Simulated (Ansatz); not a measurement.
Method: PBE (plane waves to 420 eV, PAW; Ansatz, a program for electronic structure).

Plane-averaged electrostatic potential energy along the normal, in eV from the Fermi level, for a constructed model of the (0001) surface of hcp Zr, a pseudomorphic layer of Ru in the host's stacking (bottom of the slab: a bare face, its two planes held):

```tsv
z (Å)	V (eV)
3.85	4.18
4.15	4.18
4.44	4.17
4.74	4.15
5.04	4.12
5.33	4.05
5.63	3.93
5.93	3.70
6.22	3.28
6.52	2.52
6.81	1.16
7.11	-1.24
7.41	-5.73
7.70	-12.47
8.00	-17.39
8.30	-17.42
8.59	-12.49
8.89	-5.56
9.19	-1.17
9.48	-0.04
9.78	-1.73
10.07	-6.84
10.37	-13.73
10.67	-17.73
10.96	-16.47
11.26	-10.67
11.56	-4.10
11.85	-0.67
12.15	-0.18
12.44	-2.45
12.74	-8.11
13.04	-14.73
13.33	-17.85
13.63	-15.68
13.93	-9.47
14.22	-3.31
14.52	-0.52
14.81	-0.60
15.11	-3.59
15.41	-9.91
15.70	-16.00
16.00	-17.86
16.30	-14.44
16.59	-7.74
16.89	-2.37
17.19	-0.52
17.48	-1.59
17.78	-6.01
18.07	-12.81
18.37	-17.39
18.67	-16.95
18.96	-11.69
19.26	-4.83
19.56	-0.62
19.85	0.79
20.15	-0.04
20.44	-3.34
20.74	-9.70
21.04	-15.97
21.33	-18.04
21.63	-14.78
21.93	-8.72
22.22	-5.82
22.52	-10.41
22.81	-16.85
23.11	-18.42
23.41	-13.06
23.70	-4.78
24.00	0.63
24.30	2.60
24.59	3.47
24.89	3.87
25.19	4.05
25.48	4.14
25.78	4.18
26.07	4.20
26.37	4.21
26.67	4.22
26.96	4.22
27.26	4.22
```

Set-up: 7 atoms, 15.7 Å thick at the start; mesh 13x13x1; 0.1 eV smearing; dipole correction on; 2 atoms held, the rest relaxed; symmetry of the start imposed; no spin, no spin-orbit, no U. It is one candidate, not shown to be the stable structure of the face.

The vacuum level lies 4.22 eV above the Fermi level over the top face and 4.19 eV above it under the bottom face.
